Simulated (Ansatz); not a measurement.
Method: PBE (plane waves to 420 eV, PAW; Ansatz, an electronic-structure program).

Planar average of the electrostatic potential across the slab, in eV from the Fermi level, for a constructed model of the (100) surface of fcc Al, a layer of W in place of the second plane (bottom of the slab: a bare face, its two planes held):

```
z (Å)  V (eV)
-----  ------
3.94     4.39
4.22     4.39
4.50     4.38
4.78     4.38
5.06     4.37
5.34     4.35
5.62     4.32
5.91     4.24
6.19     4.08
6.47     3.76
6.75     3.11
7.03     1.88
7.31    -0.47
7.59    -3.77
7.88    -5.48
8.16    -5.84
8.44    -5.81
8.72    -5.07
9.00    -2.98
9.28    -2.19
9.56    -4.14
9.84    -5.70
10.12   -6.05
10.41   -6.00
10.69   -5.33
10.97   -3.16
11.25   -1.48
11.53   -2.74
11.81   -5.05
12.09   -5.90
12.38   -5.98
12.66   -5.66
12.94   -4.22
13.22   -1.89
13.50   -1.80
13.78   -4.13
14.06   -5.70
14.34   -5.91
14.62   -5.74
14.91   -5.20
15.19   -3.83
15.47   -4.45
15.75   -9.65
16.03  -15.68
16.31  -18.81
16.59  -17.56
16.88  -12.48
17.16   -6.31
17.44   -3.41
17.72   -4.48
18.00   -5.54
18.28   -5.79
18.56   -5.77
18.84   -4.89
19.12   -2.02
19.41    1.00
19.69    2.69
19.97    3.62
20.25    4.11
20.53    4.37
20.81    4.50
21.09    4.56
21.38    4.60
21.66    4.62
21.94    4.62
22.22    4.63
22.50    4.63
22.78    4.63
```

Slab: 6 atoms, 10.6 Å thick at the start; k 13x13x1, smearing 0.1 eV, dipole-corrected; 2 atoms held, the rest relaxed; symmetry of the start imposed; no spin, no spin-orbit, no U. It is one candidate, not shown to be the stable structure of the face.

The vacuum level lies 4.63 eV above the Fermi level over the top face and 4.39 eV above it under the bottom face.
